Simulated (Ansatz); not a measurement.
An Ansatz (a program for electronic structure) input (r2SCAN (Ansatz; PAW; 500 eV plane waves; scalar-relativistic without spin-orbit coupling), earlier PAW set):

Ansatz 0.2 input:
```yaml
crystal:
  lattice:
    - [0, 0, -2.9775963344]
    - [-1.5108380641, 2.1366476808, -1.4887981672]
    - [1.5108380641, 2.1366476808, -1.4887981672]
  atoms:
    - { symbol: N, position: [0, 1, 0] }
    - { symbol: Ti, position: [0.5, 0.5, 0.5] }
basis: { ecutwfc: 500, ecutrho_ratio: 4, xc_grid: 4, fft_grid_basis: typed }
kpoints: { mp_grid: { grid: [23, 23, 23] } }
hamiltonian:
  xc: r2scan
  dispersion: none
  pseudopotentials: { azcp: { folder: ./paw }, kind: paw }
scf: { occupations: { method: fermi_dirac, width: 0.1 }, convergence: { dr2_threshold: 0.0000000002 } }
output: { forces: true, stress: true }
checkpoint: { write: state.ck, write_every: 1000 }
```

Task: Which symmetry and how many k-points will the program report, and about how many plane waves at Γ?

Result: Space group Immm (ITA 71) with 8 operations, k-points 1728 of 12167, and 531 plane waves at Γ.

Task: And the final pressure?

Result: -3.71 GPa (compression positive).

A biaxial case was relaxed in a doubled cell and then solved in the primitive one. The cells carry an imposed strain or load. Stability against distortions was not tested. The final runs are not spin-polarised. The cell was made from TiN in the rock salt structure (space group Fm-3m, No. 225) by this change: biaxial strain +0.93 %, plane normal [110], relaxed out of plane.
